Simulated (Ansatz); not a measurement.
Response to strain in AlRu

The parent structure is AlRu in the CsCl type structure (space group Pm-3m, No. 221; a = 2.9770 Å; relaxed with 0.1 eV smearing). Axes: x, y, z lie along the cube axes.

Strains are applied to the cell and any free atomic positions relax; under biaxial strain the out-of-plane vector relaxes too.

Method: plane-wave PAW DFT at the PBEsol level (Ansatz, a quantum-chemistry and plane-wave program, 420 eV), without spin-orbit coupling.

| biaxial strain, plane normal [111], relaxed out of plane (%) | out-of-plane strain (%) |
|---|---|
| 0 | 0.00 |
| 0.42 | -0.26 |
| 0.83 | -0.51 |
| 1.25 | ? |
| 1.67 | -0.98 |
| 2.08 | -1.19 |
| 2.5 | -1.40 |

Problem. Fit ε⊥ = −νε + γε² (strains in %) to the rows shown and predict the withheld row.

Solution. Least squares on the printed values gives ν = 0.64 (the biaxial Poisson response) and γ = 0.032 (largest residual 0.00 %); this predicts -0.75 %, and the run gives -0.75 %, in agreement.

Stability against distortions was not tested. The final runs are not spin-polarised.
